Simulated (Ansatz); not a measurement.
Seebeck coefficient (μV/K, mean over directions) of p-type CdS (P6_3mc) against carrier density, Ansatz (a first-principles code) with PBE with spin-orbit coupling, rigid bands. Computed gap 1.22 eV; densities at which minority carriers matter at this gap, or further valleys turn the trend, are left out. Conductivity mass 1.28 mₑ (harmonic mean over directions), N_v = 4.7e19 cm⁻³ at 300 K.

| hole density | 300 K | 500 K |
|---|---|---|
| 1e16 cm⁻³ | 975 | ? |
| 1e17 cm⁻³ | 776 | 856 |
| 1e18 cm⁻³ | 578 | ? |
| 3e18 cm⁻³ | 484 | 563 |
| 1e19 cm⁻³ | 382 | 460 |
| 3e19 cm⁻³ | 291 | 367 |
| 1e20 cm⁻³ | ? | 268 |
| 3e20 cm⁻³ | 129 | 184 |
| 1e21 cm⁻³ | 68 | 106 |

Problem. Some entries are withheld; supply them.

Solution. 
- 1e16 cm⁻³, 500 K: 1054
- 1e18 cm⁻³, 500 K: 658
- 1e20 cm⁻³, 300 K: 200

Rigid bands with a gap fixed in temperature, one relaxation time for all states, no polarons or phonon drag, and whether or not such doping can be reached. Geometry: cell and atoms relaxed with PBEsol.
